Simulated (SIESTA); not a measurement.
Checking a run of SIESTA on Pb₂O (P1, 6 atoms in the cell). The aim is a self-consistent single point with DFT, LDA PW92, numerical atomic orbitals TZP, PseudoDojo LDA standard norm-conserving potentials (rewritten from UPF to PSML).

Cell that was meant: a = 5.4723 Å, b = 5.4723 Å, c = 5.4723 Å, α = 90.00°, β = 90.00°, γ = 90.00°.

Part of the input:

```
PAO.BasisSize                TZP
PAO.EnergyShift              0.01 Ry
MeshCutoff                   350 Ry
OccupationFunction           MP
OccupationMPOrder            1
ElectronicTemperature        136.0 meV
```

Output, abridged:

```
reinit: Reading from file input.fdf

reinit: System Name: Pb2O
reinit: System Label: Pb2O

   [... lines left out ...]
Gamma-point calculation with interaction between periodic images
Some features might not work optimally:
Some features might not work optimally:
e.g. DM initialization from atomic data
e.g. DM initialization from atomic data
new_DM -- step:     1
Initializing Density Matrix...

Attempting to read DM from file... Failed...
DM filled with atomic data:

InitMesh: MESH = 64 x 64 x 64 = 262144
InitMesh: Mesh cutoff (required, used) =   350.000   378.020 Ry

stepf: Methfessel-Paxton step function
       Using Hermite-Gauss polynomials of order  1
        iscf     Eharris(eV)        E_KS(eV)     FreeEng(eV)     dDmax    Ef(eV) dHmax(eV)
   scf:    1    -8525.958490    -8530.989201    -8530.954464  0.688235 -1.830389 14.887637
   scf:    2    -8543.514148    -8539.571881    -8539.547255  0.162505 -2.121715  2.031004
   scf:    3    -8540.032108    -8539.881327    -8539.881327  0.046978 -3.196424  0.995842
   scf:    4    -8540.016929    -8539.956008    -8539.956008  0.036406 -3.288776  0.470199
   scf:    5    -8539.993759    -8539.977641    -8539.977641  0.028447 -3.323200  0.115585
   [... 10 lines left out ...]
   scf:   16    -8539.978329    -8539.978329    -8539.978329  0.000099 -3.293105  0.000671
   scf:   17    -8539.978329    -8539.978329    -8539.978329  0.000020 -3.293148  0.000328
   scf:   18    -8539.978329    -8539.978329    -8539.978329  0.000010 -3.293181  0.000217
   scf:   19    -8539.978329    -8539.978329    -8539.978329  0.000008 -3.293208  0.000140
SCF Convergence by DM+H criterion
max |DM_out - DM_in|         :     0.0000077072
max |H_out - H_in|      (eV) :     0.0001402042
SCF cycle converged after 19 iterations

Using DM_out to compute the final energy and forces

siesta: E_KS(eV) =            -8539.9783

siesta: E_KS - E_eggbox =     -8539.9783

siesta: Atomic forces (eV/Ang):
     1   -0.208615   -0.096568    0.363970
     2    0.148909    0.249416   -0.422474
     3    0.394484    0.425815    0.314308
     4    0.348197   -0.379937   -0.297711
     5   -1.027577    0.248462   -0.335598
     6    0.343116   -0.447739    0.376369
   Tot   -0.001485   -0.000551   -0.001136
   Max    1.027577
   Res    0.403338    sqrt( Sum f_i^2 / 3N )
   Max    1.027577    constrained

   [... lines left out ...]
siesta: FreeEng =     -8539.978329
siesta: Cell volume =        163.878356 Ang**3
siesta:         -27.89751993        -21.85623492  kBar
   [... lines left out ...]

              0.004

mulliken: Qtot =       68.000

Mulliken Atomic Populations:
Atom #   charge [q] valence [e]  Species
     1     0.203025   13.796975  Pb
     2     0.214036   13.785964  Pb
     3     0.216402   13.783598  Pb
     4     0.203284   13.796716  Pb
     5    -0.444301    6.444301  O
     6    -0.392447    6.392447  O
 Total    -0.000000
```

Task: Can these results be used? Check the input.

Result: The run is not sound. The fault is a single k-point for a small cell. The zone centre alone samples the bands of a small cell poorly; it suits large supercells. To fix it, use a k-point mesh or a larger supercell. The run converged in 19 iterations without an error; against the sound input the free energy falls by 50.2 meV/atom, the pressure goes from -3.48 to -2.79 GPa and the largest force goes from 0.747 to 1.109 eV/Å.

An input that runs soundly differs in these lines (not the only fix; some lines may just follow from the change or write a value another way):
```diff
+%block kgrid.MonkhorstPack
+    3   0   0  0.0
+    0   3   0  0.0
+    0   0   3  0.0
+%endblock kgrid.MonkhorstPack
```

With that input, the run converged in 13 iterations: free energy E − TS -8539.6771 eV; top of the valence band (on the code's own zero) -4.38 eV; gap on the k-point mesh 0.23 eV; pressure -3.48 GPa; largest force (vector length) 0.747 eV/Å (DFT, LDA PW92, numerical atomic orbitals TZP, PseudoDojo LDA standard norm-conserving potentials (rewritten from UPF to PSML)).

On the sound input: the starting cell comes from a database of computed structures (which also holds hypothetical and non-ambient phases and stackings), without a prior relaxation at this level. Its atoms were displaced at random from the sites of space group no. 224. Spin-orbit coupling is off. Values carry the incompleteness of an atom-centred basis. With a pressure of about -3 GPa the cell is away from its equilibrium volume at this level.
